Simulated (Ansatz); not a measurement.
Levels about the gap of amorphous Al28O45W (74 atoms in a cell of 816 Å³, 3.38 g/cm³; zone centre alone, so wide bands show as single levels with stretches between that a denser mesh fills), at the geometry that PBE relaxed, where it gives 0.5 GPa on a denser mesh. The participation number counts the atoms over which a state spreads; weights are charges in smoothed Voronoi cells. The levels come from a single point, so bond lengths are those of that geometry. Method of the levels: PBE, scalar-relativistic without spin-orbit coupling (Ansatz, a program for electronic structure). Sampling: the zone centre alone; Fermi-Dirac width 0.02 eV; no spin polarisation. At PBE the levels at both edges of the gap are localised (band-tail or defect states), and the nearest spread-out levels lie 4.0 eV apart at the zone centre.

It comes from a melt-quench run on a machine-learned potential (CHGNet), relaxed afterwards by DFT. O atoms were pushed apart under 1.9 Å during the dynamics, to hinder bonds among them. The hot cell started wider than the set density and was brought back towards it in steps. It is the lowest in DFT energy of 2 quenches. It is a model cell: composition and starting density were chosen by hand, and all elements were melted together. No dispersion term was used. Its density started from a set value of 3.36 and ended at 3.38 g/cm³. The simulated quench (nominally 410 K/ps over its main leg) is rapid and tends to freeze in more defects than a deposited or slowly cooled glass has. One small periodic cell is one sample of the glass; other quenches scatter about these values. Volume and shape were free in the relaxation. Stress components on the final sampling reach 0.9 GPa. Cycles of charging lowered its energy after that relaxation.

```
E - E(highest filled), eV  filling  participation number        largest on  weight O  weight W  weight Al
-------------------------  -------  --------------------  ----------------  --------  --------  ---------
-0.60                       filled                  15.4   O, 3 neighbours      0.95      0.00       0.05
-0.58                       filled                  11.9   O, 3 neighbours      0.95      0.00       0.04
-0.44                       filled                  14.6   O, 3 neighbours      0.95      0.00       0.05
-0.39                       filled                   9.6   O, 3 neighbours      0.95      0.00       0.05
-0.38                       filled                   8.3   O, 2 neighbours      0.96      0.01       0.04
-0.24                       filled                   7.2   O, 3 neighbours      0.95      0.00       0.05
0.00                        filled                   7.0   O, 3 neighbours      0.96      0.00       0.04
3.10                         empty                   3.2   W, 6 neighbours      0.41      0.54       0.05
3.40                         empty                  24.5   W, 6 neighbours      0.53      0.17       0.30
3.57                         empty                   6.2   W, 6 neighbours      0.46      0.38       0.16
4.38                         empty                   3.5   W, 6 neighbours      0.45      0.50       0.05
5.47                         empty                  37.7  Al, 4 neighbours      0.58      0.02       0.40
5.68                         empty                  34.7  Al, 4 neighbours      0.57      0.01       0.42
5.80                         empty                  41.4  Al, 4 neighbours      0.59      0.02       0.39
```

Most localised among these is the empty level at +3.10 eV, on a W atom, which has 6 neighbours (O 1.82 Å, O 1.87 Å, O 1.87 Å, O 1.91 Å, O 2.09 Å, O 2.10 Å).
